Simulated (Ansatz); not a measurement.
# Hypothetical CsCl type LaP, pressure series

The parent structure is LaP in the CsCl type structure (space group Pm-3m, No. 221; a = 3.5884 Å; a hypothetical phase, not in the database extracts checked).

Cell and atoms are relaxed at each pressure.

Computed with Kohn–Sham DFT with the PBEsol functional, run in Ansatz (a first-principles code) with PAW and 420 eV plane waves, no SOC.

```tsv
pressure (GPa)	volume per atom (Å³/atom)
-2	23.717
-1	23.402
0	23.103
1.8	22.614
4.2	22.030
18	?
30	18.191
45	16.882
60	15.873
```

**Question.** Fit the third-order Birch–Murnaghan form P(V) = (3B₀/2)[(V₀/V)^(7/3) − (V₀/V)^(5/3)]·[1 + (3/4)(B₀′ − 4)((V₀/V)^(2/3) − 1)] (squares taken in P) to the rows shown and predict the withheld row.

**Answer.** Least squares on the printed values gives V₀ = 23.105 Å³/atom, B₀ = 81.5 GPa, B₀′ = 3.6; this predicts 19.607 Å³/atom, and the run gives 19.610 Å³/atom, 0.003 higher.

Load acts through the strain it causes; cell and atoms are relaxed under it. Stability against distortions was not tested. No other phases were tried under pressure. All final runs are without spin polarisation.
